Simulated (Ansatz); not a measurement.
Consider ZnS in the wurtzite structure (space group P6_3mc, No. 186; a = 3.738 Å, c = 6.143 Å). Axes: x lies along a and z along c of the hexagonal cell.

Structures relaxed with Ansatz (a program for electronic structure), LDA, PAW, cutoff 420 eV, scalar-relativistic without spin-orbit coupling.

Base:

Simulated powder pattern, Cu Kα1, λ = 1.54056 Å (kinematic, ideal powder, no thermal factors, no anomalous dispersion; the 8 strongest lines at most, above 2 %, up to 2θ = 90°):

| 2θ (°) | I/Imax (%) | hkl |
|---|---|---|
| 27.53 | 90 | (100) |
| 29.05 | 58 | (002) |
| 31.20 | 100 | (101) |
| 40.45 | 34 | (102) |
| 48.67 | 69 | (110) |
| 52.86 | 70 | (103) |
| 57.69 | 46 | (112) |
| 74.69 | 24 | (203) |

After one change:

Simulated powder pattern, Cu Kα1, λ = 1.54056 Å (kinematic, ideal powder, no thermal factors, no anomalous dispersion; the 8 strongest lines at most, above 2 %, up to 2θ = 90°):

```
2θ (°)  I/Imax (%)
------  ----------
27.53          100
29.05           64
31.05           37
31.20           37
31.36           37
48.68           77
52.57           26
52.86           26
```

Which of these changes matches the shifts?
A. tensor shear ε_xz = +1.33 %
B. tensor shear ε_xz = +2.00 %
C. tensor shear ε_xz = +0.67 %
D. tensor shear ε_xz = +1.67 %

C, tensor shear ε_xz = +0.67 %. Its volume per atom is 18.59 Å³ against 18.59 Å³, and its space group is Cc (No. 9).

The cells carry an imposed strain or load. No phonon test of stability was made.
